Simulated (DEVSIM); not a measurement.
Device: illuminated In0.53Ga0.47As p-on-n cell, one wavelength, at 250 K.

```tsv
layer (left to right)	material	thickness (μm)	Nd (cm⁻³)	Na (cm⁻³)	τn (s)	τp (s)	absorption coefficient (cm⁻¹)
1	In0.53Ga0.47As	0.150	-	7.7e17	1.4e-10	4.1e-9	41000
2	In0.53Ga0.47As	1.70	1.3e15	-	4.6e-9	4.6e-9	41000
```

Left contact: ohmic, minority electron recombination velocity 500 cm/s. Right contact: ohmic, minority hole recombination velocity 4000 cm/s. Voltage is applied to the left contact. Recombination: SRH at mid-gap, radiative, Auger. Light enters at the left, 1.2e17 photons cm⁻² s⁻¹, one pass, no reflection. Mobility is constant in doping. Where it depends on doping, it is μmin + (μ − μmin)/(1 + (N/Nref)^α).

The device is made up for the run: typed textbook-type constants, with dimensions and the other settings drawn at random. Values at 300 K; Nc and Nv go as T^1.5, mobilities as T to minus their exponent, the gap by Varshni's rule with the affinity fixed. The table also holds parameters that only a changed run uses.

```csv
parameter,In0.53Ga0.47As
gap (eV),0.74
affinity (eV),4.51
permittivity,13.9
Nc (cm⁻³),2.1e17
Nv (cm⁻³),7.7e18
μn (cm²/Vs),12000
μp (cm²/Vs),300
"μn,min",300
"μp,min",10
"Nref,n",1.3e17
"Nref,p",4.9e17
αn,0.48
αp,0.4
T exponent of μn,1.6
T exponent of μp,1.6
B (cm³/s),9.6e-11
Cn (cm⁶/s),5e-29
Cp (cm⁶/s),5e-29
Varshni α (eV/K),0.00035
Varshni β (K),190
```

DEVSIM, 1D drift-diffusion, Boltzmann statistics, complete ionisation; no tunnelling, impact ionisation, image-force lowering or self-heating.

Base results: open-circuit voltage (V) 0.323; share of generated pairs collected at short circuit 0.996; short-circuit current (mA/cm²) 19.1; largest power (mW/cm²) 4.28.

Task: What follows from this one change: minority lifetime in layer 2 4.6e-09 → 4.6e-08 s?

Result: open-circuit voltage 0.323 → 0.363 V; share of generated pairs collected at short circuit little changed (0.997); short-circuit current little changed (19.2 mA/cm²); largest power 4.28 → 5.07 mW/cm².

Task: What follows from this one change: recombination velocity at the left contact 500 → 1e+07 cm/s?

Result: open-circuit voltage 0.323 → 0.317 V; share of generated pairs collected at short circuit 0.996 → 0.921; short-circuit current 19.1 → 17.7 mA/cm²; largest power 4.28 → 3.88 mW/cm².

Task: What follows from this one change: photon flux 1.2e+17 → 1.2e+18 cm^-2 s^-1?

Result: open-circuit voltage 0.323 → 0.387 V; share of generated pairs collected at short circuit little changed (0.996); short-circuit current 19.1 → 191 mA/cm²; largest power 4.28 → 55.5 mW/cm².

Task: What follows from this one change: doping Nd of layer 2 1.3e+15 → 1.3e+14 cm^-3?

Result: open-circuit voltage 0.323 → 0.276 V; share of generated pairs collected at short circuit little changed (0.997); short-circuit current little changed (19.2 mA/cm²); largest power 4.28 → 3.48 mW/cm².
